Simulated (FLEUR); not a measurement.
Band structure of ScZn3 (P6_3/mmc, 8 atoms in the cell).

```
CELL_PARAMETERS angstrom
      5.80685     0.00000     0.00000
     -2.90342     5.02888     0.00000
      0.00000     0.00000     4.28978
ATOMIC_POSITIONS crystal
  Sc 0.33333 0.66667 0.75000
  Sc 0.66667 0.33333 0.25000
  Zn 0.84266 0.68533 0.75000
  Zn 0.15734 0.31467 0.25000
  Zn 0.15734 0.84266 0.25000
  Zn 0.84266 0.15734 0.75000
  Zn 0.31467 0.15734 0.75000
  Zn 0.68533 0.84266 0.25000
```

Method: LDA (Vosko-Wilk-Nusair), all-electron FLAPW (FLEUR), scalar-relativistic valence.

Settings: Kmax = 4.4 1/bohr; GmaxXC = 15.4 1/bohr; xcFunctional = vwn; jspins = 1; l_soc = F; mode = hist; fermiSmearingEnergy = 0.00183747 Htr; mesh (inpgen div1-3) = 5 5 5; inpgen gamma flag = false; Gmax = 15.4 1/bohr; numbands = 0; maxIterBroyd = 25; imix = Anderson; alpha = 0.05.

The starting cell comes from a database of computed structures (which also holds hypothetical and non-ambient phases and stackings), without a prior relaxation at this level. Its lattice was rescaled by a random factor within 2.5 % of one. Values depend on the basis (sphere radii, cutoffs, local orbitals), which need not be converged.

These are the values that this program gave, and no reference: the default basis lacks the next d shell.

Levels in eV from the Fermi level, bands 43 to 50:
| point | 43 | 44 | 45 | 46 | 47 | 48 | 49 | 50 |
|---|---|---|---|---|---|---|---|---|
| Γ | -2.67 | -2.41 | -2.41 | -1.09 | 1.14 | 1.14 | 1.21 | 1.21 |
| M | -1.21 | -0.49 | -0.29 | -0.22 | 0.12 | 0.23 | 0.76 | 1.30 |
| K | -1.83 | -1.24 | -0.82 | 0.40 | 0.40 | 0.45 | 0.45 | 1.26 |
| A | -2.16 | -2.16 | -1.07 | -1.07 | -0.98 | -0.98 | -0.98 | -0.98 |
| L | -2.81 | -2.81 | -1.82 | -1.82 | 0.22 | 0.22 | 1.55 | 1.55 |
| H | -4.24 | -4.24 | -0.40 | -0.40 | -0.09 | -0.09 | 1.37 | 1.37 |
